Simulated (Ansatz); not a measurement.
We consider WAg (model structure, Fm-3m, No. 225, 2 atoms in the cell), described by r²SCAN in Ansatz (PAW).

Numerical settings: plane-wave cutoff 560 eV, 18×18×18 k mesh, Fermi–Dirac smearing 0.05 eV, no spin polarisation, scalar-relativistic PAW data made under PBE.

Cell (relaxed at this level):

```yaml
crystal:
  lattice:
    - [0.00000, 2.65033, 2.65033]
    - [2.65033, 0.00000, 2.65033]
    - [2.65033, 2.65033, 0.00000]
  atoms:
    - { symbol: Ag, position: [0.00000, 0.00000, 0.00000] }
    - { symbol: W, position: [0.50000, 0.50000, 0.50000] }
```

Problem. Predict the bulk modulus B0.

Solution. 
- bulk modulus B0: 167 GPa

Note: the run has no spin polarisation, so it can have missed a magnetic state; the bulk modulus is −V dP/dV from two relaxed cells at ±2 % in volume; the relaxation could raise the start's symmetry but not lower it, so the cell can be a saddle point.

Spin–orbit coupling is not included.

The computed numbers hold no vibrational or temperature effects.

A model structure was made by putting elements into a prototype or built by hand; it is no filed structure, need not be a known phase, and can be a saddle point held by its symmetry.

Ansatz is a program for electronic structure.
